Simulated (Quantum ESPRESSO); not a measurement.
Quantum ESPRESSO run on YbBPd₃ (Pm-3m, 5 atoms in the cell): self-consistent single point.

Method: PBEsol, SSSP 1.1.2 efficiency (PBE) pseudopotentials (plane waves; Quantum ESPRESSO).

```yaml
crystal:
  lattice:
    - [4.26611, 0.00000, 0.00000]
    - [0.00000, 4.26611, 0.00000]
    - [0.00000, 0.00000, 4.26611]
  atoms:
    - { symbol: Yb, position: [0.00000, 0.00000, 0.00000] }
    - { symbol: B, position: [0.50000, 0.50000, 0.50000] }
    - { symbol: Pd, position: [0.50000, 0.00000, 0.50000] }
    - { symbol: Pd, position: [0.00000, 0.50000, 0.50000] }
    - { symbol: Pd, position: [0.50000, 0.50000, 0.00000] }
```

Reference input (self-consistent single point, DFT, PBEsol, plane waves, SSSP 1.1.2 efficiency (PBE) pseudopotentials): ecutwfc = 60 Ry; ecutrho = 480 Ry; occupations = smearing; smearing = cold; degauss = 0.0099958 Ry; input_dft = pbesol; potentials = {Yb: Yb.GGA-PBE-paw-v1.0.UPF, B: b_pbe_v1.4.uspp.F.UPF, Pd: Pd_ONCV_PBE-1.0.oncvpsp.upf}; K_POINTS = automatic 5 5 5 0 0 0; conv_thr = 1e-11 Ry. This run's input differs from it in these lines:

```diff
@@ -16,3 +16,3 @@
   smearing = 'cold'
-  degauss = 0.0099958
+  degauss = 0.0147
   input_dft = 'pbesol'
```

Output (repeated stretches shortened):

```
     Self-consistent Calculation

     iteration #  1     ecut=    60.00 Ry     beta= 0.70

     Threshold (ethr) on eigenvalues was too large:
     Diagonalizing with lowered threshold

     total energy              =   -1767.62870127 Ry
     estimated scf accuracy    <       0.31503863 Ry

     iteration #  2     ecut=    60.00 Ry     beta= 0.70

     total energy              =   -1765.01818488 Ry
     estimated scf accuracy    <     103.11610186 Ry

     iteration #  3     ecut=    60.00 Ry     beta= 0.70

     total energy              =   -1767.90765125 Ry
     estimated scf accuracy    <       0.19460172 Ry

   [... 21 blocks of this kind left out ...]

     iteration # 25     ecut=    60.00 Ry     beta= 0.70

     total energy              =   -1767.96986149 Ry
     estimated scf accuracy    <          6.0E-11 Ry

     iteration # 26     ecut=    60.00 Ry     beta= 0.70
     End of self-consistent calculation

     the Fermi energy is    18.0945 ev

!    total energy              =   -1767.96986149 Ry
     estimated scf accuracy    <          8.7E-12 Ry
     smearing contrib. (-TS)   =       0.01485772 Ry
     internal energy E=F+TS    =   -1767.98471921 Ry

     convergence has been achieved in  26 iterations

     Forces acting on atoms (cartesian axes, Ry/au):

     atom    1 type  1   force =     0.00000000    0.00000000    0.00000000
   [... zero for the other atoms too ...]

     Total force =     0.000000     Total SCF correction =     0.000000

          total   stress  (Ry/bohr**3)                   (kbar)     P=      -29.36
  -0.00019956   0.00000000   0.00000000          -29.36        0.00        0.00
   0.00000000  -0.00019956   0.00000000            0.00      -29.36        0.00
   0.00000000   0.00000000  -0.00019956            0.00        0.00      -29.36

   JOB DONE.
```

The run converged in 26 iterations. Against the reference run the free energy goes up by 13.6 meV/atom and the pressure moves little (-3.01 to -2.94 GPa).

The starting cell comes from a database of computed structures (which also holds hypothetical and non-ambient phases and stackings), without a prior relaxation at this level. Its lattice was rescaled by a random factor within 2.5 % of one. Spin polarisation is off.

Cost on one core of a shared machine: roughly 3 min.
